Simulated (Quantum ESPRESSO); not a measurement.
Checking a run of Quantum ESPRESSO on K₂TlAgF₆ (Fm-3m, 10 atoms in the cell). The aim is a self-consistent single point with DFT, PBEsol, plane waves, GBRV 1.5 ultrasoft (PBESOL) pseudopotentials.

The input file:

```fortran
&CONTROL
   calculation = 'scf',
   prefix = 'run',
   outdir = './work',
   pseudo_dir = './',
   tprnfor = .true.,
   tstress = .true.,
/
&SYSTEM
   ibrav = 0,
   nat = 10,
   ntyp = 4,
   ecutwfc = 12,
   ecutrho = 96,
   occupations = 'smearing',
   smearing = 'gaussian',
   degauss = 0.000734986,
/
&ELECTRONS
   conv_thr = 1.0e-11,
/
ATOMIC_SPECIES
K     39.0983  k_pbesol_v1.4.uspp.F.UPF
Tl   204.3800  tl_pbesol_v1.2.uspp.F.UPF
Ag   107.8682  ag_pbesol_v1.4.uspp.F.UPF
F     18.9984  f_pbesol_v1.4.uspp.F.UPF
ATOMIC_POSITIONS {crystal}
K     0.7500000000    0.7500000000    0.7500000000
K     0.2500000000    0.2500000000    0.2500000000
Tl    0.0000000000    0.0000000000    0.0000000000
Ag    0.5000000000    0.5000000000    0.5000000000
F     0.7587200000    0.2412800000    0.2412800000
F     0.2412800000    0.7587200000    0.7587200000
F     0.2412800000    0.7587200000    0.2412800000
F     0.7587200000    0.2412800000    0.7587200000
F     0.2412800000    0.2412800000    0.7587200000
F     0.7587200000    0.7587200000    0.2412800000
K_POINTS {automatic}
3 3 3  0 0 0
CELL_PARAMETERS {angstrom}
   0.0000000000     4.5753750000     4.5753750000
   4.5753750000     0.0000000000     4.5753750000
   4.5753750000     4.5753750000     0.0000000000
```

The program printed (abridged):

```
     Message from routine setup:
     using ibrav=0 with symmetry is DISCOURAGED, use correct ibrav instead
     G-vector sticks info
     --------------------
     sticks:   dense  smooth     PW     G-vecs:    dense   smooth      PW
   [... lines left out ...]
         6        F      tau(   6) = (   1.0729921   0.7071068   0.7071068  )
         7        F      tau(   7) = (   0.7071068   0.3412214   0.7071068  )
         8        F      tau(   8) = (   0.7071068   1.0729921   0.7071068  )
         9        F      tau(   9) = (   0.7071068   0.7071068   0.3412214  )
        10        F      tau(  10) = (   0.7071068   0.7071068   1.0729921  )

     number of k points=     4  Gaussian smearing, width (Ry)=  0.0007
                       cart. coord. in units 2pi/alat
        k(    1) = (   0.0000000   0.0000000   0.0000000), wk =   0.0740741
        k(    2) = (   0.2357023   0.2357023  -0.2357023), wk =   0.5925926
        k(    3) = (   0.4714045   0.0000000   0.0000000), wk =   0.4444444
        k(    4) = (  -0.0000000  -0.4714045   0.4714045), wk =   0.8888889

     Dense  grid:    20395 G-vectors     FFT dimensions: (  40,  40,  40)

     Smooth grid:     7343 G-vectors     FFT dimensions: (  27,  27,  27)

     Initial potential from superposition of free atoms

     starting charge      90.4882, renormalised to      92.0000

     negative rho (up, down):  5.582E-02 0.000E+00
     Self-consistent Calculation

     iteration #  1     ecut=    12.00 Ry     beta= 0.70

     negative rho (up, down):  5.834E-02 0.000E+00

     total energy              =    -797.92832625 Ry
     estimated scf accuracy    <      33.10916962 Ry

     iteration #  2     ecut=    12.00 Ry     beta= 0.70

     negative rho (up, down):  5.184E-02 0.000E+00

     total energy              =    -805.47992518 Ry
     estimated scf accuracy    <      37.69379144 Ry

     iteration #  3     ecut=    12.00 Ry     beta= 0.70

     negative rho (up, down):  6.282E-02 0.000E+00

     total energy              =    -814.53870094 Ry
     estimated scf accuracy    <       4.30443474 Ry

   [... 8 blocks of this kind left out ...]

     iteration # 12     ecut=    12.00 Ry     beta= 0.70

     negative rho (up, down):  7.236E-02 0.000E+00

     total energy              =    -814.80702625 Ry
     estimated scf accuracy    <          4.6E-10 Ry

     iteration # 13     ecut=    12.00 Ry     beta= 0.70

     negative rho (up, down):  7.236E-02 0.000E+00
     End of self-consistent calculation

     the Fermi energy is     4.5361 ev

!    total energy              =    -814.80702625 Ry
     estimated scf accuracy    <          8.9E-12 Ry
     smearing contrib. (-TS)   =      -0.00003072 Ry
     internal energy E=F+TS    =    -814.80699554 Ry

     convergence has been achieved in  13 iterations

     negative rho (up, down):  7.236E-02 0.000E+00

     Forces acting on atoms (cartesian axes, Ry/au):

     atom    1 type  1   force =     0.00000000    0.00000000    0.00000000
     atom    2 type  1   force =     0.00000000    0.00000000   -0.00000000
     atom    3 type  2   force =    -0.00000000   -0.00000000   -0.00000000
     atom    4 type  3   force =     0.00000000    0.00000000   -0.00000000
   [... lines left out ...]
     Total force =     0.154709     Total SCF correction =     0.000006
   [... lines left out ...]

     negative rho (up, down):  7.236E-02 0.000E+00
          total   stress  (Ry/bohr**3)                   (kbar)     P=    -7658.36
  -0.05206046   0.00000000   0.00000000        -7658.36        0.00        0.00
   0.00000000  -0.05206046  -0.00000000            0.00    -7658.36       -0.00
   0.00000000  -0.00000000  -0.05206046            0.00       -0.00    -7658.36

   JOB DONE.
```

Q: Can these results be used? Check the input.

A: The run is not sound. The fault is a basis or grid far too coarse for these potentials. Far below the cutoff that the potentials were made for, the basis cannot represent the orbitals near the nuclei, and energies, forces and above all the stress go wrong. To fix it, restore the cutoff that the potentials need and check convergence. The run converged in 13 iterations without an error; against the sound input the free energy goes up by 42.0 eV/atom, the pressure goes from -3.70 to -765.8 GPa and the largest force goes from 0.079 to 1.624 eV/Å.

An input that runs soundly differs in these lines (not the only fix; some lines may just follow from the change or write a value another way):
```diff
-   ecutwfc = 12,
-   ecutrho = 96,
+   ecutwfc = 40,
+   ecutrho = 320,
```

With that input, the run converged in 12 iterations: free energy E − TS -11506.3501 eV; top of the valence band (on the code's own zero) 3.91 eV; gap on the k-point mesh 0.28 eV; pressure -3.70 GPa; largest force (vector length) 0.079 eV/Å (DFT, PBEsol, plane waves, GBRV 1.5 ultrasoft (PBESOL) pseudopotentials).

On the sound input: the starting cell comes from a database of computed structures (which also holds hypothetical and non-ambient phases and stackings), without a prior relaxation at this level. Spin-orbit coupling is off. With a pressure of about -4 GPa the cell is away from its equilibrium volume at this level.
